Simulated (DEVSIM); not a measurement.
System: illuminated Ge n-on-p cell, one wavelength, at 350 K.

| layer (left to right) | material | thickness (μm) | Nd (cm⁻³) | Na (cm⁻³) | τn (s) | τp (s) | absorption coefficient (cm⁻¹) |
|---|---|---|---|---|---|---|---|
| 1 | Ge | 0.100 | 3.9e18 | - | 7.8e-9 | 9.6e-8 | 73000 |
| 2 | Ge | 27.0 | - | 4e15 | 3e-7 | 1e-7 | 73000 |

Left contact: ohmic, minority hole recombination velocity 6000 cm/s. Right contact: ohmic, minority electron recombination velocity 1e6 cm/s. Voltage is applied to the left contact. Recombination: SRH at mid-gap, radiative, Auger. Light enters at the left, 1.1e18 photons cm⁻² s⁻¹, one pass, no reflection. Mobility is μmin + (μ − μmin)/(1 + (N/Nref)^α).

Constants are typed, rounded textbook-type inputs, not results; the design itself was drawn at random and stands for no fabricated device. Values at 300 K; Nc and Nv go as T^1.5, mobilities as T to minus their exponent, the gap by Varshni's rule with the affinity fixed.

| parameter | Ge |
|---|---|
| gap (eV) | 0.664 |
| affinity (eV) | 4 |
| permittivity | 16 |
| Nc (cm⁻³) | 1.04e19 |
| Nv (cm⁻³) | 6e18 |
| μn (cm²/Vs) | 3900 |
| μp (cm²/Vs) | 1900 |
| μn,min | 150 |
| μp,min | 100 |
| Nref,n | 2.6e17 |
| Nref,p | 4e17 |
| αn | 0.56 |
| αp | 0.6 |
| T exponent of μn | 1.66 |
| T exponent of μp | 2.33 |
| B (cm³/s) | 6.4e-14 |
| Cn (cm⁶/s) | 1e-31 |
| Cp (cm⁶/s) | 1e-31 |
| Varshni α (eV/K) | 0.000477 |
| Varshni β (K) | 235 |

Model (solved in DEVSIM): 1D drift-diffusion, Boltzmann statistics, complete ionisation; no tunnelling, impact ionisation, image-force lowering or self-heating.

### Question
Tabulate band edges, carrier densities and field at zero bias, in the dark.

### Answer
Energies count from the Fermi level of the right contact; mesh points crowd at the junctions.

```
x (μm)   Ec (eV)  Ev (eV)  n (cm⁻³)  p (cm⁻³)  field (V/cm)
-------  -------  -------  --------  --------  ------------
0.000      0.037   -0.608    3.9e18    1.3e10           ≈ 0
0.02015    0.037   -0.608    3.9e18    1.3e10           ≈ 0
0.04679    0.037   -0.608    3.9e18    1.3e10           ≈ 0
0.07607    0.037   -0.608    3.9e18    1.3e10            18
0.1020     0.087   -0.557    7.3e17    7.1e10         73000
0.1281     0.178   -0.466    3.6e16    1.5e12         21000
0.1761     0.251   -0.394    3.2e15    1.6e13         12000
0.3213     0.367   -0.277    6.7e13    7.8e14          4800
0.5664     0.414   -0.231    1.4e13    3.6e15           380
1.056      0.417   -0.227    1.3e13    4.0e15           ≈ 0
1.958      0.417   -0.227    1.3e13    4.0e15           ≈ 0
4.688      0.417   -0.227    1.3e13    4.0e15           ≈ 0
9.296      0.417   -0.227    1.3e13    4.0e15           ≈ 0
16.96      0.417   -0.227    1.3e13    4.0e15           ≈ 0
22.98      0.417   -0.227    1.3e13    4.0e15           ≈ 0
24.96      0.417   -0.227    1.3e13    4.0e15           ≈ 0
26.04      0.417   -0.227    1.3e13    4.0e15           ≈ 0
26.56      0.417   -0.227    1.3e13    4.0e15           ≈ 0
26.90      0.417   -0.227    1.3e13    4.0e15           ≈ 0
27.01      0.417   -0.227    1.3e13    4.0e15           ≈ 0
27.07      0.417   -0.227    1.3e13    4.0e15           ≈ 0
27.10      0.417   -0.227    1.3e13    4.0e15           ≈ 0
```
